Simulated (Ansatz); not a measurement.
Start from ZnS in the zinc blende structure (space group F-43m, No. 216).

```xyz
2
Lattice="0.0000 2.6952 2.6952 2.6952 0.0000 2.6952 2.6952 2.6952 0.0000" Properties=species:S:1:pos:R:3 pbc="T T T"
S      4.0428     4.0428     4.0428
Zn     0.0000     0.0000     0.0000
```

The values are results of Ansatz (a program for electronic structure), r2SCAN, PAW, cutoff 500 eV, scalar-relativistic without spin-orbit coupling, earlier PAW set, not measurements.

For the base:

| Quantity | Value |
|---|---|
| Electron mass | 0.19 mₑ (at Γ) |
| Pressure | 0.0 kbar |
| Valley order | Γ 2.70 eV; X along ⟨100⟩ 3.71 eV; L along ⟨111⟩ 3.82 eV |

Now apply this change: an isotropic linear strain of +1.88 %; the atoms relax in the strained cell.

Question: How does this affect the electron mass?

Answer: The electron mass goes from 0.19 mₑ (at Γ) to 0.18 mₑ (at Γ).

Question: Estimate the effect on the mean gap deformation potential ΔEg/Δln V.

Answer: The mean gap deformation potential ΔEg/Δln V comes out as -4.5 eV.

Question: What happens to the pressure?

Answer: The pressure goes from zero to -38.7 kbar.

Question: What does the calculation give for the valley order after the change?

Answer: The valley order (the lowest conduction-band minima on the path, energy above the VBM, named in the base's zone) becomes Γ 2.44 eV; L along ⟨111⟩ 3.70 eV; X along ⟨100⟩ 3.83 eV (base: Γ 2.70 eV; X along ⟨100⟩ 3.71 eV; L along ⟨111⟩ 3.82 eV).

Masses are band curvatures over ±0.01 Å⁻¹ around the edge. No phonon test of stability was made.
